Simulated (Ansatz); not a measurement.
# L1₀ (CuAu-type) CuAu

Calculation: LDA in Ansatz (plane waves, PAW).

Numerical settings: plane-wave cutoff 520 eV, 20×20×16 k mesh (along the axes of the cell as run), Fermi–Dirac smearing 0.05 eV, no spin polarisation, scalar-relativistic PAW data made under PBE.

Cell (relaxed at this level):

```yaml
crystal:
  lattice:
    - [2.78727, 0.00000, 0.00000]
    - [0.00000, 2.78727, 0.00000]
    - [0.00000, 0.00000, 3.54714]
  atoms:
    - { symbol: Cu, position: [0.00000, 0.00000, 0.00000] }
    - { symbol: Au, position: [0.50000, 0.50000, 0.50000] }
```

For L1₀ (CuAu-type) CuAu, the bulk modulus B0 comes out as 190 GPa and the band gap is zero (no gap). The pressure derivative B′ of the bulk modulus comes out as 5.3.

Note: the bulk modulus comes from volumes at which shape and atoms were relaxed.

Spin–orbit coupling is not included; it can shift volumes and moduli of such heavy elements.

Ansatz is an electronic-structure program.
